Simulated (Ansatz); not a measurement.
Start from Rb in the bcc (W type) structure (space group Im-3m, No. 229; relaxed with 0.1 eV smearing).

```xyz
1
Lattice="-2.7856 2.7856 2.7856 2.7856 -2.7856 2.7856 2.7856 2.7856 -2.7856" Properties=species:S:1:pos:R:3 pbc="T T T"
Rb     0.0000     0.0000     0.0000
```

Cartesian axes are those of the cell as printed.

Method: DFT with PBEsol, PAW potentials and a 420 eV plane-wave cutoff in Ansatz (a program for electronic structure), no spin-orbit coupling.

It is then changed as follows: uniaxial strain ε_zz = −3.00 %, all other strain components held at zero; the atoms relax in the strained cell.

Task: What happens to the energy relative to the base and stress?

Result: The energy grows by 0.8 meV/atom; the stress (xx, yy, zz, yz, xz, xy; compression positive) comes out as (0.1, 0.1, 0.1, 0.0, 0.0, 0.0) GPa.

Whether these cells are dynamically stable was not tested. The final runs are not spin-polarised.
